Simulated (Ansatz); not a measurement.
Base system: Ba in the bcc (W type) structure (space group Im-3m, No. 229; relaxed with 0.1 eV smearing).

```
Ba
1.0
   -2.44095     2.44095     2.44095
    2.44095    -2.44095     2.44095
    2.44095     2.44095    -2.44095
Ba
1
Direct
  0.00000   0.00000   0.00000
```

Cartesian axes are those of the cell as printed.

Computed with PBEsol, PAW, 420 eV (Ansatz, an electronic-structure program; no spin-orbit coupling).

Before the change:

| Quantity | Value |
|---|---|
| Volume per atom | 58.17 Å³ |
| Band gap | zero |

Modification: biaxial strain −0.42 %, plane normal [111], relaxed out of plane (Cartesian); in-plane vectors clamped, the third vector and the atoms free.

Problem. What happens to the in-plane stress, volume per atom and band gap?

Solution. The mean in-plane stress (compression positive) comes out as +0.1 GPa; the volume per atom falls by 0.43 Å³ to 57.74 Å³; the band gap remains zero.

Stability against distortions was not tested.
